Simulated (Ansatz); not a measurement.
Consider Sb in the A7 type structure (space group R-3m, No. 166; a = 4.328 Å, c = 11.344 Å (hexagonal axes); layered).

Level of theory: Kohn–Sham DFT with the r2SCAN+rVV10 functional, run in Ansatz (an electronic-structure program) with PAW and 500 eV plane waves, without spin-orbit coupling.

Free-standing slabs (2 atom(s) a layer) normal to the stacking axis with 15 Å of vacuum; in-plane cell relaxed.

One change was made to it. Results:

| quantity | base | after |
|---|---|---|
| excess energy per area of both faces (slab less bulk energy over the cell's area: twice a surface energy) (uncertain by up to 0.06 J/m²) | – | 0.6 J/m² |
| in-plane lattice parameter a | 4.328 Å | 4.235 Å |
| shortest interatomic distance | 2.920 Å | 2.888 Å |

### Question
What was done to the base?
(A) 3 layers
(B) 2 layers
(C) 1 layer

### Answer
A, 3 layers. For comparison, the in-plane lattice parameter a in the other runs: 1 layer gives 4.070 Å; 2 layers gives 4.195 Å.

The excess energy carries the mismatch between the slab's and the bulk's meshes. Stability against distortions was not tested.
